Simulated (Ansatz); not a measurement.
# A computed series for Al2O3: response to strain

Start from Al2O3 in the corundum structure (space group R-3c, No. 167; a = 4.774 Å, c = 13.015 Å (hexagonal axes)).

Strains are applied to the cell and any free atomic positions relax.

Calculations: PBEsol in Ansatz (plane waves to 420 eV, PAW, no SOC).

Notes on the quantities. energy relative to the base: free energy F; pressure: mean of the normal stresses, compression positive.

```
variant                   energy relative to the base  band gap    pressure
------------------------  ---------------------------  --------  ----------
base                                       0 meV/atom   6.03 eV    0.00 GPa
isotropic strain +0.75 %                +3.2 meV/atom   5.76 eV   -5.19 GPa
isotropic strain +1.50 %                 +13 meV/atom   5.49 eV   -9.89 GPa
isotropic strain +2.25 %                 +28 meV/atom   5.22 eV  -14.14 GPa
isotropic strain +3.00 %                 +48 meV/atom   4.96 eV  -17.97 GPa
```

Whether these cells are dynamically stable was not tested.

Ansatz is a program for electronic structure.
